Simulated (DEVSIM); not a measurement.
Structure: Co/Al2O3/p-Si capacitor, at 300 K.

| layer (left to right) | material | thickness (nm) | Na (cm⁻³) |
|---|---|---|---|
| 1 | Al2O3 | 2.90 | - |
| 2 | Si | 17000 | 1.1e15 |

Metal gate on the left, work function 5 eV. Fixed charge at the semiconductor interface -5.8e11 cm⁻² (in units of +e); no interface traps.

The device is made up for the run: typed textbook-type constants, with dimensions and the other settings drawn at random. Values at 300 K.

```tsv
parameter	Al2O3	Si
gap (eV)	6.8	1.124
affinity (eV)	1.35	4.05
permittivity	9	11.7
Nc (cm⁻³)	-	2.86e19
Nv (cm⁻³)	-	3.1e19
```

Model (solved in DEVSIM): 1D Poisson equation in equilibrium, Boltzmann statistics, complete ionisation; no quantum confinement or tunnelling. Metal contacts follow the ideal Schottky-Mott rule: no Fermi-level pinning, no interface dipoles.

Question: Tabulate band edges, carrier densities and field at 0.5 V on the gate.

Answer: Energies count from the Fermi level of the right contact; mesh points crowd at the junctions.

| x (μm) | Ec (eV) | Ev (eV) | n (cm⁻³) | p (cm⁻³) | field (V/cm) |
|---|---|---|---|---|---|
| 0.000 | 3.150 | -3.650 | < 1e2 | < 1e2 | 130000 |
| 0.001121 | 3.165 | -3.635 | < 1e2 | < 1e2 | 130000 |
| 0.002278 | 3.180 | -3.620 | < 1e2 | < 1e2 | 130000 |
| 0.003424 | 0.488 | -0.636 | 1.8e11 | 6.5e8 | 11000 |
| 0.007257 | 0.493 | -0.631 | 1.5e11 | 7.6e8 | 11000 |
| 0.01461 | 0.500 | -0.624 | 1.1e11 | 1.0e9 | 11000 |
| 0.03282 | 0.520 | -0.604 | 5.4e10 | 2.2e9 | 10000 |
| 0.1001 | 0.585 | -0.539 | 4.2e9 | 2.8e10 | 9200 |
| 0.2393 | 0.697 | -0.427 | 5.7e7 | 2.0e12 | 6800 |
| 0.5752 | 0.834 | -0.290 | 270000 | 4.2e14 | 1700 |
| 1.386 | 0.859 | -0.265 | 110000 | 1.1e15 | ≈ 0 |
| 4.385 | 0.859 | -0.265 | 110000 | 1.1e15 | ≈ 0 |
| 10.07 | 0.859 | -0.265 | 110000 | 1.1e15 | ≈ 0 |
| 14.03 | 0.859 | -0.265 | 110000 | 1.1e15 | ≈ 0 |
| 16.10 | 0.859 | -0.265 | 110000 | 1.1e15 | ≈ 0 |
| 16.61 | 0.859 | -0.265 | 110000 | 1.1e15 | ≈ 0 |
| 16.84 | 0.859 | -0.265 | 110000 | 1.1e15 | ≈ 0 |
| 16.94 | 0.859 | -0.265 | 110000 | 1.1e15 | ≈ 0 |
| 16.98 | 0.859 | -0.265 | 110000 | 1.1e15 | ≈ 0 |
| 17.00 | 0.859 | -0.265 | 110000 | 1.1e15 | ≈ 0 |
| 17.00 | 0.859 | -0.265 | 110000 | 1.1e15 | ≈ 0 |
| 17.00 | 0.859 | -0.265 | 110000 | 1.1e15 | ≈ 0 |
